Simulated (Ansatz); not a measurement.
**Converging shifted k-point meshes: NbRu3 (P4mm, 4 atoms in the cell)**

```
CELL_PARAMETERS angstrom
      3.86568     0.00000     0.00000
      0.00000     3.86568     0.00000
      0.00000     0.00000     3.86568
ATOMIC_POSITIONS crystal
  Nb 0.00000 0.00000 0.01293
  Ru 0.00000 0.50000 0.50000
  Ru 0.50000 0.00000 0.50000
  Ru 0.50000 0.50000 0.00000
```

Method: LDA (PW92), default PAW files made with PBE (plane waves; Ansatz, a first-principles code).

Base settings: basis.ecutwfc = 420 eV; kpoints.mp_grid.grid = 9 9 9; hamiltonian.xc = lda; hamiltonian.pseudopotentials = {kind: paw} (the program's default PAW files); scf.occupations.method = gaussian; scf.occupations.width = 0.1 eV.

In this ladder: kpoints.mp_grid.shift = 0.5 0.5 0.5.

Only quantities that move along the ladder and can be compared are tabulated.

The count of work is k-points × plane waves × bands × iterations; it is no time. Core times come from one kind of shared machine, to one figure; runs under 30 s give none.

The starting cell comes from a database of computed structures (which also holds hypothetical and non-ambient phases and stackings), without a prior relaxation at this level. Its lattice was rescaled by up to half a per cent. One atom was moved a little off its site on purpose. Spin polarisation is off. In the base run, with a pressure of about -8 GPa the cell is away from its equilibrium volume at this level. Ansatz's pressure includes its estimate of the finite-basis (Pulay) stress.

| kpoints.mp_grid.grid | free energy less the last step's (meV/atom) | pressure (GPa) | largest difference of a force vector from the last step's (eV/Å) | count of work / last | core time / last (rough) |
|---|---|---|---|---|---|
| 2 2 2 | 156.23 | -2.86 | 1.743 | 0.0011 | – |
| 3 3 3 | -15.69 | -8.66 | 0.119 | 0.0048 | – |
| 4 4 4 | 33.69 | -8.27 | 0.147 | 0.0041 | – |
| 5 5 5 | -17.31 | -8.79 | 0.059 | 0.012 | – |
| 6 6 6 | -0.42 | -8.37 | 0.019 | 0.012 | – |
| 7 7 7 | 8.78 | -8.47 | 0.039 | 0.027 | – |
| 8 8 8 | -0.04 | -8.51 | 0.005 | 0.027 | – |
| 9 9 9 | -0.60 | -8.38 | 0.003 | 0.051 | – |
| 10 10 10 | -1.43 | -8.65 | 0.003 | 0.051 | – |
| 11 11 11 | 0.03 | -8.57 | 0.004 | 0.086 | – |
| 12 12 12 | 0.82 | -8.46 | 0.004 | 0.086 | – |
| 14 14 14 | -0.39 | -8.55 | 0.004 | 0.13 | – |
| 15 15 15 | 0.09 | -8.52 | 0.002 | 0.20 | 0.2 |
| 17 17 17 | -0.28 | -8.53 | 0.002 | 0.28 | 0.3 |
| 18 18 18 | 0.17 | -8.51 | 0.002 | 0.28 | 0.3 |
| 20 20 20 | -0.15 | -8.53 | 0.001 | 0.37 | 0.4 |
| 23 23 23 | 0.05 | -8.52 | 0.001 | 0.64 | 0.6 |
| 25 25 25 | 0.01 | -8.53 | 0.001 | 0.80 | 0.8 |
| 28 28 28 | 0.00 | -8.53 | 0.000 | 1.0 | 1 |

Coarsest kpoints.mp_grid.grid that holds the forces within 0.01 eV/Å of the last step, with all finer ones: 8 8 8, at 0.027 of the last step's count of work; the step before is off by 0.039 eV/Å.

Coarsest kpoints.mp_grid.grid that holds the pressure within 0.2 GPa of the last step, with all finer ones: 6 6 6, at 0.012 of the last step's count of work; the step before is off by 0.26 GPa.

Coarsest kpoints.mp_grid.grid that holds the free energy within 1 meV/atom of the last step, with all finer ones: 11 11 11, at 0.086 of the last step's count of work; the step before is off by 1.4 meV/atom.

Keys are those of Ansatz 0.2.
